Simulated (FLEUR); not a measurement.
Worked example: self-consistent single point of W (Im-3m, 1 atom in the cell) in FLEUR.

Computed with PBE, all-electron FLAPW (FLEUR), scalar-relativistic valence in FLEUR.

```
W
1.0
   -1.57210     1.57210     1.57210
    1.57210    -1.57210     1.57210
    1.57210     1.57210    -1.57210
W
1
Direct
  0.00000   0.00000   0.00000
```

Reference input (self-consistent single point, DFT, PBE, all-electron FLAPW (FLEUR), scalar-relativistic valence): Kmax = 4.2 1/bohr; GmaxXC = 16.8 1/bohr; xcFunctional = pbe; jspins = 1; l_soc = F; mode = hist; fermiSmearingEnergy = 0.00367493 Htr; mesh (inpgen div1-3) = 9 9 9; inpgen gamma flag = false; Gmax = 16.8 1/bohr; numbands = 0; maxIterBroyd = 15. This run's input differs from it in these lines:

```diff
@@ -13,3 +13,3 @@
 &comp jspins=1 /
-&kpt div1=9 div2=9 div3=9 /
+&kpt div1=19 div2=19 div3=19 /
 &end /
```

Output (repeated stretches shortened):

```
 Iteration:     1   Distance:      13.75902438 me/bohr^3
 Iteration:     2   Distance:      12.58832370 me/bohr^3
 Iteration:     3   Distance:       6.45548014 me/bohr^3
 Iteration:     4   Distance:       1.66362451 me/bohr^3
 Iteration:     5   Distance:       1.47939925 me/bohr^3
   [... 4 lines left out ...]
 Iteration:    10   Distance:       0.00364946 me/bohr^3
 Iteration:    11   Distance:       0.00005593 me/bohr^3
 Iteration:    12   Distance:       0.00015818 me/bohr^3
 Iteration:    13   Distance:       0.00000270 me/bohr^3
 Run finished successfully
 Stop message:
   Structural relaxation: Done

[file out, last iteration]
             iter=     14
[...]
          total density-effective poten   -2.8093437452E+04
          total charge density-energy d   -3.2543873770E+02
 Updated energy parameters for spin:           1
[...]
 fermi energy and band-weighting factors:

[...]
FERMIE:
          first approx. to ef    (T=0)  :   0.678270 htr   (energy of the highest occ. eigenvalue)
          number of occ. states  (T=0)  :       1543
          first approx. to seigv (T=0)  :  -5.110283 htr
          sum of weights of occ. states :   7.001895
          sum of semicore charge        :   0.000000 e
FERHIS:  Fermi-Energy by histogram:
          bandgap                     :   0.000898 htr
   [... lines left out ...]
          charge neutrality (T=0)     :   0.003791    (zero if the highest occ. eigenvalue is "entirely" occupied)
     EF_NEWTON:  Adjust Fermi-Energy by Newton-Method.
 Direct bandgap for spin            1 :    9.8987886328892882E-003  Htr
   [... lines left out ...]
 ---->    (input%tkb*entropy) TS=              0.0005058350 htr
 ---->    free energy=                    -16166.1440834489 htr
      extrapolation for T->0
 ---->    total electron energy=          -16166.1438305314 htr
 ***** TOTAL FORCES ON ATOMS *****
 TOTAL FORCE FOR ATOM TYPE=  1  X=  0.000   Y=  0.000   Z=  0.000
                       FX_TOT= 0.000000 FY_TOT= 0.000000 FZ_TOT= 0.000000
 Structural relaxation: Done
```

The run converged in 13 iterations. FLEUR gives forces in its relaxation mode, with a further iteration, so its stop message speaks of a relaxation. Against the reference run the free energy goes up by 16.2 meV/atom.

The starting cell has typed, rounded lattice constants, without a prior relaxation at this level. Its lattice was rescaled by up to half a per cent. Spin-orbit coupling is off. Spin polarisation is off. Values depend on the basis (sphere radii, cutoffs, local orbitals), which need not be converged. The log's line on a gap gives a spacing of levels on this mesh, which the program prints for metals too.

Cost on one core of a shared machine: roughly 40 s.
